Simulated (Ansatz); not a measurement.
Results of LDA (plane waves, PAW; Ansatz, a program for electronic structure) for ZrRu2 (model structure, started from the MoSi2 type, I4/mmm, No. 139, 3 atoms in the cell).

Numerical settings: plane-wave cutoff 520 eV, 22×22×22 k mesh, Fermi–Dirac smearing 0.05 eV, no spin polarisation, scalar-relativistic PAW data made under PBE.

Cell (relaxed at this level):

```xyz
3
Lattice="-1.5878 1.5878 4.6183 1.5878 -1.5878 4.6183 1.5878 1.5878 -4.6183" Properties=species:S:1:pos:R:3 pbc="T T T"
Zr     0.0000     0.0000     0.0000
Ru     0.0000     0.0000     3.1269
Ru     0.0000     0.0000     6.1096
```

Estimate the bulk modulus that the calculation returns.


* **bulk modulus**: 230 GPa

Note: the run has no spin polarisation, so it can have missed a magnetic state; the bulk modulus is −V dP/dV from two relaxed cells at ±2 % in volume; the relaxation could raise the start's symmetry but not lower it, so the cell can be a saddle point.

It cost very roughly 13 core-minutes of CPU time.

A model structure was made by putting elements into a prototype or built by hand; it is no filed structure, need not be a known phase, and can be a saddle point held by its symmetry.
